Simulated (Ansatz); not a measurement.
## Short convergence ladders for V3Sn (Pmm2, 8 atoms in the cell)

```xyz
8
Lattice="4.9633 0.0000 0.0000 0.0000 4.9633 0.0000 0.0000 0.0000 4.9633" Properties=species:S:1:pos:R:3 pbc="T T T"
V      2.4816     1.2408     0.0000
V      2.4816     3.7225     0.0000
V      1.2908     0.0000     2.4816
V      3.7225     0.0000     2.4816
V      0.0000     2.4816     1.2408
V      0.0000     2.4816     3.7225
Sn     2.4816     2.4816     2.4816
Sn     0.0000     0.0000     0.0000
```

Base method: PBEsol, default PAW files made with PBE (plane waves; Ansatz, an electronic-structure program).

Base settings: basis.ecutwfc = 420 eV; kpoints.mp_grid.grid = 5 5 5; hamiltonian.xc = pbesol; hamiltonian.pseudopotentials = {kind: paw} (the program's default PAW files); scf.occupations.method = gaussian; scf.occupations.width = 0.1 eV.

The count of work is k-points × plane waves × bands × iterations; it is no time. Core times come from one kind of shared machine, to one figure; runs under 30 s give none.

**Shifted k-point meshes**

In this ladder: kpoints.mp_grid.shift = 0.5 0.5 0.5.

Only quantities that move along the ladder and can be compared are tabulated.

| kpoints.mp_grid.grid | free energy less the last step's (meV/atom) | pressure (GPa) | largest difference of a force vector from the last step's (eV/Å) | count of work / last | core time / last (rough) |
|---|---|---|---|---|---|
| 1 1 1 | 711.22 | 13.80 | 0.532 | 0.0079 | – |
| 2 2 2 | -51.55 | -7.40 | 0.039 | 0.0046 | – |
| 3 3 3 | 15.18 | -5.87 | 0.076 | 0.037 | – |
| 5 5 5 | -1.91 | -6.38 | 0.026 | 0.12 | – |
| 7 7 7 | -0.32 | -6.34 | 0.009 | 0.30 | 0.3 |
| 9 9 9 | -0.08 | -6.31 | 0.002 | 0.58 | 0.6 |
| 12 12 12 | 0.00 | -6.31 | 0.000 | 1.0 | 1 |

Coarsest kpoints.mp_grid.grid that holds the pressure within 0.5 GPa of the last step, with all finer ones: 3 3 3, at 0.037 of the last step's count of work; the step before is off by 1.1 GPa.

Coarsest kpoints.mp_grid.grid that holds the free energy within 5 meV/atom of the last step, with all finer ones: 5 5 5, at 0.12 of the last step's count of work; the step before is off by 15 meV/atom.

Coarsest kpoints.mp_grid.grid that holds the forces within 0.01 eV/Å of the last step, with all finer ones: 7 7 7, at 0.30 of the last step's count of work and about 0.3 of the last step's time; the step before is off by 0.026 eV/Å.

**The k-point mesh at a smearing width of 0.05 eV**

In this ladder: scf.occupations.width = 0.05 eV.

Only quantities that move along the ladder and can be compared are tabulated.

```csv
kpoints.mp_grid.grid,free energy less the last step's (meV/atom),pressure (GPa),largest difference of a force vector from the last step's (eV/Å),count of work / last,core time / last (rough)
3 3 3,-2.57,-6.64,0.045,0.023,–
4 4 4,-1.06,-6.35,0.017,0.079,–
5 5 5,2.27,-6.22,0.061,0.079,–
7 7 7,0.07,-6.26,0.011,0.19,0.2
9 9 9,-0.04,-6.29,0.018,0.36,0.4
13 13 13,0.00,-6.31,0.000,1.0,1
```

Coarsest kpoints.mp_grid.grid that holds the forces within 0.02 eV/Å: not settled: the last two steps still differ by 0.018 eV/Å, over half the tolerance, so the ladder does not show it.

Coarsest kpoints.mp_grid.grid that holds the pressure within 0.2 GPa of the last step, with all finer ones: 4 4 4, at 0.079 of the last step's count of work; the step before is off by 0.34 GPa.

Coarsest kpoints.mp_grid.grid that holds the free energy within 2 meV/atom of the last step, with all finer ones: 7 7 7, at 0.19 of the last step's count of work and about 0.2 of the last step's time; the step before is off by 2.3 meV/atom.

**The mesh under tetrahedron occupations**

In this ladder: scf.occupations.method = tetrahedron; scf.occupations.width = default.

Only quantities that move along the ladder and can be compared are tabulated.

```tsv
kpoints.mp_grid.grid	free energy less the last step's (meV/atom)	pressure (GPa)	largest difference of a force vector from the last step's (eV/Å)	count of work / last
3 3 3	-1.99	-6.69	0.091	0.035
5 5 5	1.28	-6.28	0.049	0.12
8 8 8	-0.15	-6.30	0.009	0.53
10 10 10	0.00	-6.29	0.000	1.0
```

Coarsest kpoints.mp_grid.grid that holds the free energy within 1 meV/atom of the last step, with all finer ones: 8 8 8; the step before is off by 1.3 meV/atom.

Coarsest kpoints.mp_grid.grid that holds the forces within 0.02 eV/Å of the last step, with all finer ones: 8 8 8; the step before is off by 0.049 eV/Å.

Coarsest kpoints.mp_grid.grid that holds the pressure within 0.2 GPa of the last step, with all finer ones: 5 5 5, at 0.12 of the last step's count of work; the step before is off by 0.40 GPa.

On the base run: the starting cell comes from a database of computed structures (which also holds hypothetical and non-ambient phases and stackings), without a prior relaxation at this level. Its lattice was rescaled by up to half a per cent. One atom was moved a little off its site on purpose. Spin polarisation is off. In the base run, with a pressure of about -6 GPa the cell is away from its equilibrium volume at this level. Ansatz's pressure includes its estimate of the finite-basis (Pulay) stress.

Keys are those of Ansatz 0.2.
